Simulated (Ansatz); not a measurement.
How a calculation on OsSe (Fm-3m, 2 atoms in the cell) responds to its settings

```
CELL_PARAMETERS angstrom
      0.00000     2.65692     2.65692
      2.65692     0.00000     2.65692
      2.65692     2.65692     0.00000
ATOMIC_POSITIONS crystal
  Se 0.00000 0.00000 0.00000
  Os 0.50000 0.50000 0.50000
```

Base run A: revPBE, default PAW files made with PBE (Ansatz, a first-principles code), self-consistent single point.

Its settings: basis.ecutwfc = 420 eV; kpoints.mp_grid.grid = 6 6 6; hamiltonian.xc = revpbe; hamiltonian.pseudopotentials = {kind: paw} (the program's default PAW files); scf.occupations.method = cold; scf.occupations.width = 0.1 eV.

The starting cell was generated: these elements placed on a structure prototype, without a prior relaxation; it need not be a known phase or ordering of this composition. Its lattice was rescaled by a random factor within 2.5 % of one. Spin polarisation is off. In the base run, with a pressure of about -9 GPa the cell is away from its equilibrium volume at this level. Ansatz's pressure includes its estimate of the finite-basis (Pulay) stress.

Runs:
- B: basis.ecutwfc: 420 eV → default (580 eV); hamiltonian.pseudopotentials: {kind: paw} (the program's default PAW files) → {kind: paw, source: ansatz}
- C: basis.ecutwfc: 420 eV → default (700 eV); hamiltonian.pseudopotentials: {kind: paw} (the program's default PAW files) → {kind: paw, level: accurate}
- D: basis.ecutwfc: 420 eV → default (420 eV); hamiltonian.pseudopotentials: {kind: paw} (the program's default PAW files) → {kind: paw, core: large}

```tsv
run	pressure (GPa)	valence electrons
A	-9.36	32
B	-9.29	32
C	-9.29	32
D	-9.43	22
```

Run B against A: The pressure hardly changes (-9.36 to -9.29 GPa).

Run D against A: The pressure hardly changes (-9.36 to -9.43 GPa).

Left out of this page: 2 runs of the series on a method kept out of this collection.

Keys are those of Ansatz 0.2.
